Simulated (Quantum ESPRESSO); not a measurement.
Checking a run of Quantum ESPRESSO on Ba3MoO6 (Fm-3m, 10 atoms in the cell). The aim is a self-consistent single point with DFT, PBEsol, plane waves, PseudoDojo standard norm-conserving (PBESOL) pseudopotentials.

Cell that was meant: a = 6.3483 Å, b = 6.3483 Å, c = 6.3483 Å, α = 60.00°, β = 60.00°, γ = 60.00°.

Part of the input:

```fortran
  ibrav = 0
  nat = 10
  ntyp = 3
  ecutwfc = 13
  occupations = 'fixed'
  nbnd = 44
/
```

Output, abridged:

```
     Message from routine setup:
     using ibrav=0 with symmetry is DISCOURAGED, use correct ibrav instead
     G-vector sticks info
   [... lines left out ...]
        k(    1) = (   0.0000000   0.0000000   0.0000000), wk =   0.0740741
        k(    2) = (   0.2357023   0.2357023  -0.2357023), wk =   0.5925926
        k(    3) = (   0.4714045   0.0000000   0.0000000), wk =   0.4444444
        k(    4) = (  -0.0000000  -0.4714045   0.4714045), wk =   0.8888889

     Dense  grid:     7799 G-vectors     FFT dimensions: (  27,  27,  27)

     Initial potential from superposition of free atoms

     starting charge      79.9529, renormalised to      80.0000

     negative rho (up, down):  1.449E-02 0.000E+00
     Self-consistent Calculation

     iteration #  1     ecut=    13.00 Ry     beta= 0.30

     negative rho (up, down):  5.974E-03 0.000E+00

     total energy              =    -486.99559152 Ry
     estimated scf accuracy    <       9.04774161 Ry

     iteration #  2     ecut=    13.00 Ry     beta= 0.30

     total energy              =    -487.61036862 Ry
     estimated scf accuracy    <       1.69372555 Ry

     iteration #  3     ecut=    13.00 Ry     beta= 0.30

     total energy              =    -487.38192271 Ry
     estimated scf accuracy    <       0.55712180 Ry

   [... 10 blocks of this kind left out ...]

     iteration # 14     ecut=    13.00 Ry     beta= 0.30

     total energy              =    -487.42094359 Ry
     estimated scf accuracy    <          1.2E-09 Ry

     iteration # 15     ecut=    13.00 Ry     beta= 0.30
     End of self-consistent calculation

     highest occupied, lowest unoccupied level (ev):    10.0100   11.4324

!    total energy              =    -487.42094361 Ry
     estimated scf accuracy    <          8.2E-11 Ry

     convergence has been achieved in  15 iterations

     Forces acting on atoms (cartesian axes, Ry/au):

     atom    1 type  1   force =     0.00000000    0.00000000    0.00000000
     atom    2 type  1   force =    -0.00000000    0.00000000    0.00000000
     atom    3 type  1   force =     0.00000000   -0.00000000   -0.00000000
     atom    4 type  2   force =     0.00000000   -0.00000000   -0.00000000
     atom    5 type  3   force =     0.26473268    0.00000000    0.00000000
   [... lines left out ...]

     Total force =     0.648460     Total SCF correction =     0.000020

          total   stress  (Ry/bohr**3)                   (kbar)     P=    -2037.54
  -0.01385094   0.00000000  -0.00000000        -2037.54        0.00       -0.00
   0.00000000  -0.01385094   0.00000000            0.00    -2037.54        0.00
  -0.00000000   0.00000000  -0.01385094           -0.00        0.00    -2037.54

   JOB DONE.
```

### Question
Is this run sound? If not, what is wrong?

### Answer
The run is not sound. The fault is a basis or grid far too coarse for these potentials. The error of an incomplete plane-wave basis or grid does not cancel at such settings. To fix it, restore the cutoff that the potentials need and check convergence. The run converged in 15 iterations without an error; against the sound input the free energy goes up by 27.0 eV/atom, the pressure goes from -7.16 to -203.8 GPa, the largest force goes from 0.546 to 6.807 eV/Å and the gap on the mesh goes from 2.025 to 1.422 eV.

An input that runs soundly differs in these lines (not the only fix; some lines may just follow from the change or write a value another way):
```diff
-  ecutwfc = 13
+  ecutwfc = 85
```

With that input, the run converged in 16 iterations: free energy E − TS -6901.6104 eV; top of the valence band (on the code's own zero) 7.85 eV; gap on the k-point mesh 2.02 eV; pressure -7.16 GPa; largest force (vector length) 0.546 eV/Å (DFT, PBEsol, plane waves, PseudoDojo standard norm-conserving (PBESOL) pseudopotentials).

On the sound input: the starting cell comes from a database of computed structures (which also holds hypothetical and non-ambient phases and stackings), without a prior relaxation at this level. With a pressure of about -7 GPa the cell is away from its equilibrium volume at this level.
